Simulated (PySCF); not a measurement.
PySCF 2.14.0, WB97X/def2-svp, df: Nb(Cl)(OH)4 ([OH][Nb]([OH])([OH])([OH])[Cl]), 10 atoms. The geometry is a generated start, not checked to be a minimum at this level.

```
Property                                            Result
-------------------------  -------------------------------
task                                                energy
method                                               wb97x
basis                                             def2-svp
two-electron scheme                        density fitting
mol.max_memory                                     3000 MB
mf.max_cycle                                           100
mf.init_guess                              minao (default)
mf.conv_tol                                1e-09 (default)
mf.grids.level                                 3 (default)
effective core potentials  those of the basis set, past Kr
basis functions                                        125
grid points                                         136880
```

```xyz
10

Nb     0.0466     0.0320     0.1419
Cl     1.8859    -0.6457     1.3612
O     -1.2699     0.4846    -1.0068
H     -1.8521     0.6467    -1.7471
O      0.5314     1.7412     0.4810
H      0.8390     2.6117     0.7412
O      0.8334    -0.8898    -1.3391
H      1.6738    -1.3658    -1.3323
O     -0.9757    -1.0601     1.1644
H     -1.7123    -1.5549     1.5356
```

Charge 0 and multiplicity 1 are set for this test and not shown to be the ground state.

With the defaults (mf.diis = true, mf.level_shift = 0, mf.diis_space = 8, mf.DIIS = CDIIS, newton = off, mf.damp = 0, mf.diis_start_cycle = 1) it converges in 14 Fock builds. One run each on 2 threads, 1 BLAS thread, with these changes:
- mf.level_shift = 0.1 Hartree
- mf.diis = false
- mf.DIIS = EDIIS
- mf.level_shift = 1 Hartree
- mf.diis_space = 12
- mf.damp = 0.3, mf.diis_start_cycle = 4
- newton = Hessian by the SCF's own integrals
- mf.diis_space = 3
- mf.diis_space = 20

Which runs fail or end elsewhere than the default run?

No convergence: mf.diis = false (the run ends without SCF convergence in 100 cycles). The rest reach the solution of the defaults.

| setting | Fock builds | end |
|---|---|---|
| the defaults | 14 | same solution |
| mf.level_shift = 0.1 Hartree | 14 | same solution |
| mf.diis_space = 12 | 14 | same solution |
| mf.damp = 0.3, mf.diis_start_cycle = 4 | 14 | same solution |
| mf.diis_space = 20 | 14 | same solution |
| mf.diis_space = 3 | 17 | same solution |
| mf.level_shift = 1 Hartree | 27 | same solution |
| newton = Hessian by the SCF's own integrals | 33 | same solution |
| mf.DIIS = EDIIS | 64 | same solution |
| mf.diis = false | 101 | no convergence |

Under newton the count holds the products with the orbital Hessian.
